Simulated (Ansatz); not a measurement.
# Response to strain in SiC

The parent structure is SiC (space group P6_3mc, No. 186; a = 3.078 Å, c = 10.076 Å). Axes: x lies along a and z along c of the hexagonal cell.

Strains are applied to the cell and any free atomic positions relax.

Levels (all Ansatz, a first-principles code, PAW, earlier PAW set): PBEsol (420 eV, scalar-relativistic without spin-orbit coupling); r2SCAN (500 eV, spin-orbit coupling left out); HSE06 (420 eV, spin-orbit coupling left out); PBEsol+SOC (420 eV, spin-orbit coupling included).

Band gaps by level, all at the geometries relaxed with PBEsol:

```csv
case,PBEsol,r2SCAN,HSE06,PBEsol+SOC
base,2.12 eV,2.60 eV,3.14 eV,2.11 eV
uniaxial strain ε_xx = −1.20 %,2.00 eV,2.48 eV,3.03 eV,2.00 eV
uniaxial strain ε_xx = −1.16 %,2.01 eV,2.48 eV,3.03 eV,2.00 eV
"strain tensor (xx, yy, zz, yz, xz, xy) = (+0.17, +0.90, −0.40, −0.51, +0.70, +0.68) %",1.94 eV,2.42 eV,2.96 eV,1.94 eV
```

Single points use the geometry relaxed with PBEsol. The hybrid gap comes from the SCF mesh plus the semilocal run's edge points and a few special points and is an upper bound. Differences between runs with and without spin-orbit coupling are approximate. Whether these cells are dynamically stable was not tested.
